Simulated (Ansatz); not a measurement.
Ansatz (a first-principles code), DFT, r2SCAN, plane waves, its default PAW files: Cs2CaH4, supercell, atoms displaced (from the phase in space group 139, mp-697133) (H4CaCs2), 7 atoms. Basis and mesh were picked for this test and aren't claimed converged.

```yaml
cell: 8.41, 8.41, 8.41 Å; 148.2, 148.2, 45.5°
distance_to_the_nearest_atom: 2.26 to 3.16 Å
task: single point
k mesh: 4×4×6
hamiltonian.xc: r2scan
kind_of_files: paw
scf.occupations.method: fermi_dirac
scf.occupations.width: 0.05 eV
output.forces: true
binding of workers (--pin): off
k-point pools (--kpoint-pools): 1
memory maximum (--max-ram): 8GiB
accuracy: medium (default)
basis.precision: auto (default)
basis.xc_grid: 4 (default)
scf.eigensolver.kind: auto (default)
scf.mixing.algorithm: auto (default)
scf.mixing.preconditioner: auto (default)
scf.convergence.dr2_threshold: 1.64294e-07 (default)
scf.lower_state_search: light (default)
k-points after symmetry: 52
bands_at_the_start: 23
electrons: 32
plane waves at Γ: 4177
cutoff (eV): 500
FFT grid: 36×36×64
symmetry_operations: 1
```

One run each. The counts of a restarted run leave out the earlier run.

All on 4 threads. Base settings, kept where nothing else is said: earlier_run = none (default) (scf.initial_density.chi_scale, scf.initial_density.normalization, checkpoint.read, checkpoint.density_extrapolation, kpoints.initial_grid not set). The settings tried:
- checkpoint.read = first.ck, earlier_run = first_atom_moved_ang=0 orbitals_saved=true scf.convergence.dr2_threshold=0.001
- the base settings
- checkpoint.read = first.ck, earlier_run = first_atom_moved_ang=0.1 orbitals_saved=false
- checkpoint.read = first.ck, earlier_run = first_atom_moved_ang=0.03 orbitals_saved=true, checkpoint.density_extrapolation = none
- checkpoint.read = first.ck, earlier_run = first_atom_moved_ang=0.1 orbitals_saved=false, checkpoint.density_extrapolation = none
- scf.initial_density.chi_scale = 0, scf.initial_density.normalization = cell
- checkpoint.read = first.ck, earlier_run = first_atom_moved_ang=0 orbitals_saved=false kpoints.mp_grid.grid=2×2×3
- checkpoint.read = first.ck, earlier_run = first_atom_moved_ang=0 orbitals_saved=false scf.convergence.dr2_threshold=0.001
- checkpoint.read = first.ck, earlier_run = first_atom_moved_ang=0 orbitals_saved=false hamiltonian.xc=pbe
- scf.initial_density.chi_scale = 0.1
- kpoints.initial_grid = auto
- checkpoint.read = first.ck, earlier_run = first_atom_moved_ang=0.1 orbitals_saved=false, checkpoint.density_extrapolation = follow_atoms
- checkpoint.read = first.ck, earlier_run = first_atom_moved_ang=0.3 orbitals_saved=false
- checkpoint.read = first.ck, earlier_run = first_atom_moved_ang=0.03 orbitals_saved=false

### Question
Name the extremes by SCF iterations (all cycles of the run, searches included): fewest, most, and any that don't converge.

### Answer
Fewest SCF iterations (all cycles of the run, searches included), with those close behind: checkpoint.read = first.ck, earlier_run = first_atom_moved_ang=0 orbitals_saved=false scf.convergence.dr2_threshold=0.001 (2); checkpoint.read = first.ck, earlier_run = first_atom_moved_ang=0 orbitals_saved=true scf.convergence.dr2_threshold=0.001 (2); checkpoint.read = first.ck, earlier_run = first_atom_moved_ang=0 orbitals_saved=false kpoints.mp_grid.grid=2×2×3 (4); checkpoint.read = first.ck, earlier_run = first_atom_moved_ang=0.03 orbitals_saved=false (5); checkpoint.read = first.ck, earlier_run = first_atom_moved_ang=0.1 orbitals_saved=false, checkpoint.density_extrapolation = follow_atoms (5). Most among those that reach the base run's result: kpoints.initial_grid = auto (10); scf.initial_density.chi_scale = 0, scf.initial_density.normalization = cell (8); scf.initial_density.chi_scale = 0.1 (7). All converged.

```
setting                                                                                                                                   SCF iterations (all cycles of the run, searches included)  applications of H to a band        end
----------------------------------------------------------------------------------------------------------------------------------------  ---------------------------------------------------------  ---------------------------  ---------
checkpoint.read = first.ck, earlier_run = first_atom_moved_ang=0 orbitals_saved=false scf.convergence.dr2_threshold=0.001                                                                         2                        16771  converged
checkpoint.read = first.ck, earlier_run = first_atom_moved_ang=0 orbitals_saved=true scf.convergence.dr2_threshold=0.001                                                                          2                        10630  converged
checkpoint.read = first.ck, earlier_run = first_atom_moved_ang=0 orbitals_saved=false kpoints.mp_grid.grid=2×2×3                                                                                  4                        19288  converged
checkpoint.read = first.ck, earlier_run = first_atom_moved_ang=0.03 orbitals_saved=false                                                                                                          5                        22794  converged
checkpoint.read = first.ck, earlier_run = first_atom_moved_ang=0.1 orbitals_saved=false, checkpoint.density_extrapolation = follow_atoms                                                          5                        21685  converged
the base settings                                                                                                                                                                                 6                        21600  converged
checkpoint.read = first.ck, earlier_run = first_atom_moved_ang=0.1 orbitals_saved=false                                                                                                           6                        21482  converged
checkpoint.read = first.ck, earlier_run = first_atom_moved_ang=0.3 orbitals_saved=false                                                                                                           6                        22236  converged
checkpoint.read = first.ck, earlier_run = first_atom_moved_ang=0.1 orbitals_saved=false, checkpoint.density_extrapolation = none                                                                  6                        22863  converged
checkpoint.read = first.ck, earlier_run = first_atom_moved_ang=0.03 orbitals_saved=true, checkpoint.density_extrapolation = none                                                                  6                        17931  converged
checkpoint.read = first.ck, earlier_run = first_atom_moved_ang=0 orbitals_saved=false hamiltonian.xc=pbe                                                                                          6                        23414  converged
scf.initial_density.chi_scale = 0.1                                                                                                                                                               7                        24163  converged
scf.initial_density.chi_scale = 0, scf.initial_density.normalization = cell                                                                                                                       8                        25696  converged
kpoints.initial_grid = auto                                                                                                                                                                      10                        22445  converged
```

Keys are those of Ansatz 0.2.
